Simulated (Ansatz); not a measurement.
Defect: interstitial H in monoclinic HfO2, charge state +1. These are PBE, PAW (plane waves to 420 eV; Ansatz, a quantum-chemistry and plane-wave program) values and carry that method's errors.

Cell of 96 host sites held at the relaxed PBE lattice; the Γ point alone; Fermi-Dirac width 0.01 eV, spin-restricted; finite-size errors left in. Static, classical nuclei. Spin-orbit coupling is left out. The charge state is imposed; whether it is stable for some Fermi level was not computed. Sites that were not tried may lie lower.

Barriers: single points on a 2×2×2 k-point mesh shifted by half a step at the bands' geometries.

A. a direct jump of one H atom; the atom moves 1.99 Å along (-0.13, 0.32, -0.18) of the unit cell; the moving atom starts with neighbours O at 0.98, 2 O at 2.19 Å and ends with O at 0.98, 2 O at 2.19 Å; the start lies 0.041 eV above the lowest site run; saddle order inconclusive, on a symmetry element.
B. a direct jump of one H atom; the atom moves 2.07 Å along (-0.20, 0.17, -0.33) of the unit cell; the moving atom starts with neighbours O at 0.99, O at 1.91 Å and ends with O at 0.98, O at 2.13 Å; saddle order inconclusive.

A band can be held on a symmetry element, so unchecked saddle points there may be too high.

Q: Order them by forward barrier (lowest first) at the level PBE, PAW.

A: B (0.36 eV), A (1.07 eV)
